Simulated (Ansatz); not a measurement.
## Hypothetical CdI2 type HfH2: thickness series

The reference is HfH₂ in the CdI2 type structure (space group P-3m1, No. 164; a = 3.066 Å, c = 4.389 Å; a hypothetical phase, not in the database extracts checked; layered, stacked along the Cartesian z axis).

Free-standing slabs (3 atom(s) a layer) normal to the stacking axis with 15 Å of vacuum; in-plane cell relaxed.

Method: r2SCAN+rVV10 (Ansatz, a first-principles code; PAW; 500 eV plane waves; no spin-orbit coupling).

Notes on the quantities. excess energy per area of both faces: slab less bulk energy over the cell's area: twice a surface energy; uncertain by up to 0.2 J/m².

```csv
variant,excess energy per area of both faces,shortest interatomic distance,thickness between the outermost nuclei
base,–,202.3 pm,–
1 layer,0.4 J/m²,206.0 pm,2.23 Å
2 layers,0.5 J/m²,204.2 pm,6.84 Å
3 layers,0.5 J/m²,202.0 pm,10.96 Å
4 layers,0.5 J/m²,201.9 pm,15.48 Å
```

The excess energy carries the mismatch between the slab's and the bulk's meshes. Stability against distortions was not tested. The final runs are not spin-polarised.
